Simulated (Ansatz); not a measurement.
The parent structure is Ba in the diamond structure (space group Fd-3m, No. 227; a = 7.692 Å; a hypothetical phase, not in the database extracts checked; relaxed with 0.1 eV smearing).

Level of theory: Ansatz (a program for electronic structure), PBE, PAW, cutoff 420 eV, no SOC.

Before the change:

The pressure is 0.0 GPa and the band gap comes out as zero.

Perturbation: an isotropic linear strain of −0.61 %; the atoms relax in the strained cell.

Q: Estimate the effect on the energy relative to the base, pressure and band gap.

A: The energy grows by 0.5 meV/atom; the pressure is nearly the same (0.0 GPa against 0.1 GPa); the band gap remains zero.

No phonon test of stability was made.
